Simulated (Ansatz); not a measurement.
SnS (Fm-3m, No. 225, 2 atoms in the cell; start mp-1876; a measured phase of this formula has another space group) was calculated with G0W0@HSE06 (hard PAW, contour deformation; Ansatz, a quantum-chemistry and plane-wave program).

The cell is the one relaxed with PBEsol. Conventional cell: a = 5.7271 Å, b = 5.7271 Å, c = 5.7271 Å, α = 90.00°, β = 90.00°, γ = 90.00°.

One run with a 6×6×6 mesh, response cutoff 100 eV and 196 empty bands, not extrapolated in mesh or basis; no spin–orbit coupling.

Highest filled and lowest empty level by k point (fractions of the reciprocal vectors of the cell (0.000 2.864 2.864) (2.864 0.000 2.864) (2.864 2.864 0.000) Å; eV from the valence maximum of each method):

```csv
k,HSE06 filled,HSE06 empty,QP filled,QP empty
0 0 0,-3.49,5.50,-3.09,5.35
0 0 0.167,-2.15,3.60,-1.88,3.57
0 0 0.333,-0.76,1.70,-0.63,1.79
0 0.167 0.167,-1.59,2.13,[?],[?]
0 0.167 -0.5,-1.61,1.66,-1.46,1.74
0 0.333 0.333,-4.08,3.47,[?],[?]
0 0.333 -0.333,-2.42,2.82,-2.21,2.88
0.167 0.333 -0.5,-1.97,2.21,-1.74,2.26
```

**Question.** Estimate the withheld levels to about 0.1 eV.

**Answer.** 
- 0 0.167 0.167, QP filled: -1.31
- 0 0.167 0.167, QP empty: 2.17
- 0 0.333 0.333, QP filled: -3.83
- 0 0.333 0.333, QP empty: 3.39

Note: filled d or f shells below the valence bands can shift G0W0 gaps through exchange with them, which wasn't tested here; GW on a hybrid start was not checked against another program.

A start named mp-… is a Materials Project structure, which need not be a measured phase.
